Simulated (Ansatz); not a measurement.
The reference is Sr in the fcc (Cu type) structure (space group Fm-3m, No. 225; a = 5.923 Å). Axes: x, y, z lie along the cube axes.

Structures relaxed with DFT with PBEsol, PAW potentials and a 420 eV plane-wave cutoff in Ansatz (a program for electronic structure), spin-orbit coupling left out.

Base:

Simulated powder pattern, Cu Kα1, λ = 1.54056 Å (kinematic, ideal powder, no thermal factors, no anomalous dispersion; the 8 strongest lines at most, above 2 %, up to 2θ = 90°):

| 2θ (°) | I/Imax (%) | hkl |
|---|---|---|
| 26.04 | 100 | (111) |
| 30.15 | 52 | (200) |
| 43.17 | 38 | (220) |
| 51.11 | 46 | (311) |
| 53.56 | 13 | (222) |
| 69.07 | 18 | (331) |
| 71.13 | 17 | (420) |
| 85.03 | 14 | (511) |

Perturbation: biaxial strain +2.16 %, plane normal [110], relaxed out of plane (Cartesian); in-plane vectors clamped, the third vector and the atoms free.

Problem. How do the reflections move or split?

Solution. 
Simulated powder pattern, Cu Kα1, λ = 1.54056 Å (kinematic, ideal powder, no thermal factors, no anomalous dispersion; the 8 strongest lines at most, above 2 %, up to 2θ = 90°):

```
2θ (°)  I/Imax (%)    hkl
------  ----------  -----
25.48          100  (011)
25.99           95  (101)
29.50           34  (002)
29.95           66  (110)
42.54           51  (112)
50.24           46  (103)
51.12           29  (211)
69.65           17  (114)
```

The indices refer to each structure's own conventional cell; one index is shown for lines that coincide. The space group is now Immm (No. 71).

A biaxial case was relaxed in a doubled cell and then solved in the primitive one. No phonon test of stability was made.
